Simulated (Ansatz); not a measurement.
An Ansatz (an electronic-structure program) input (Kohn–Sham DFT with the PBEsol functional, run in Ansatz with PAW and 420 eV plane waves, no spin-orbit coupling):

Ansatz 0.2 input:
```yaml
crystal:
  lattice:
    - [-1.5269519444, 4.7195550314, 2.2765525079]
    - [1.5269519444, -4.7195550314, 2.2765525079]
    - [1.5269519444, 4.7195550314, -2.2765525079]
  atoms:
    - { symbol: C, position: [0.5856294777, 0.2610699381, 0.3245595396] }
    - { symbol: C, position: [0.9365103986, 0.2610699381, 0.6754404604] }
    - { symbol: C, position: [0.2152964452, 0.2152964452, 0] }
    - { symbol: Si, position: [0.8291854582, 0.9988971438, 0.8302883144] }
    - { symbol: Si, position: [0.1686088294, 0.9988971438, 0.1697116856] }
    - { symbol: Al, position: [0.514769391, 0.014769391, 0.5] }
basis: { ecutwfc: 420, ecutrho_ratio: 4, xc_grid: 2, fft_grid_basis: typed }
kpoints: { mp_grid: { grid: [16, 16, 16] } }
hamiltonian:
  xc: pbesol
  dispersion: none
  pseudopotentials: { kind: paw }
scf: { occupations: { method: fermi_dirac, width: 0.05 }, convergence: { dr2_threshold: 0.0000000006 } }
output: { forces: true, stress: true }
checkpoint: { write: state.ck, write_every: 1000 }
```

### Question
Which symmetry and how many k-points will the program report, and about how many plane waves at Γ?

### Answer
Space group Imm2 (ITA 44) with 4 operations, k-points 621 of 4096, and 1269 plane waves at Γ.

These are small ordered cells, not random alloys; other orderings at the same x differ. Stability against distortions was not tested. All final runs are without spin polarisation. An odd electron count without spin: AlSi2C3. The cell was made from SiC by this change: x(Al) = 0.333, 6 atoms, Imm2.
